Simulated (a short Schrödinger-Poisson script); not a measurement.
Solved with a short Schrödinger-Poisson script written for these runs: 1D Poisson equation in equilibrium, electrons quantum, Hartree plus LDA exchange-correlation (BenDaniel-Duke, 40 states a valley, the channel's in-plane mass for all, wave functions free to enter the barrier), parabolic valleys, classical holes, full ionisation, no traps, pinning or gate leakage.

Stack: gated Al0.4Ga0.6As/GaAs δ-doped gas in a quantum well, at 300 K.

From the gate side: 8 nm Al0.4Ga0.6As; 40 nm Al0.4Ga0.6As; 20 nm GaAs; 4000 nm Al0.4Ga0.6As, acceptors 3e14 cm⁻³.

Constants are typed, rounded textbook-type inputs, not results; the design itself was drawn at random and stands for no fabricated device. Al0.4Ga0.6As: permittivity 11.76, conduction-band edge (eV) 0.316, gap (eV) 1.923, electron mass (mₑ) 0.1002, Nv at 300 K (cm⁻³) 9e18. GaAs: permittivity 12.9, conduction-band edge (eV) 0, gap (eV) 1.424, Nv at 300 K (cm⁻³) 9e18.

Channel valleys (confinement mass, in-plane density-of-states mass, number): Γ 0.067, 0.067, 1. At the gate the conduction-band edge of layer 1 lies 1.07 eV − eVg above the Fermi level of the channel; the field vanishes at the back. Sheet of ionised δ-doping: +3.3e12 e/cm² at 8 nm from the gate. The barrier under the gate holds no holes. Gaps are held at their typed values at every temperature. Mesh 0.08 nm at interfaces.

### Question
Give the sheet density of all electrons at Vg = 0.5 V (cm⁻²); the gate voltage at 1e11 electrons/cm² (V); the lowest subband against the Fermi level at Vg = 0.5 V (meV).

### Answer
sheet density of all electrons at Vg = 0.5 V (cm⁻²): 1.60e11; gate voltage at 1e11 electrons/cm² (V): 0.44; lowest subband against the Fermi level at Vg = 0.5 V (meV): 44.4.
